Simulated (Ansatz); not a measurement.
Take TiN in the rock salt structure (space group Fm-3m, No. 225; a = 4.204 Å) as the base. Axes: x, y, z lie along the cube axes.

All numbers come from PBEsol in Ansatz (plane waves to 420 eV, PAW, spin-orbit coupling left out).

Before the change:

- Shortest interatomic distance: 2.102 Å

One thing is altered: a free-standing slab of 5 layers (10 atoms, 2 a layer) is cut normal to the z axis, with 15 Å of vacuum and the in-plane cell held at bulk.

Q: Predict the new change of the spacing d23 from its bulk value of 2.102 Å, excess energy per area of both faces and shortest interatomic distance.

A: The change of the spacing d23 from its bulk value of 2.102 Å is 0.0 %; the excess energy per area of both faces (slab less bulk energy over the cell's area: twice a surface energy) comes out as 3.0 J/m² (uncertain by up to 0.2 J/m²); the shortest interatomic distance shrinks by 0.113 Å, from 2.102 Å to 1.989 Å.

The excess energy carries the mismatch between the slab's and the bulk's meshes. Stability against distortions was not tested. The final runs are not spin-polarised. An odd electron count without spin: TiN.

Ansatz is a program for electronic structure.
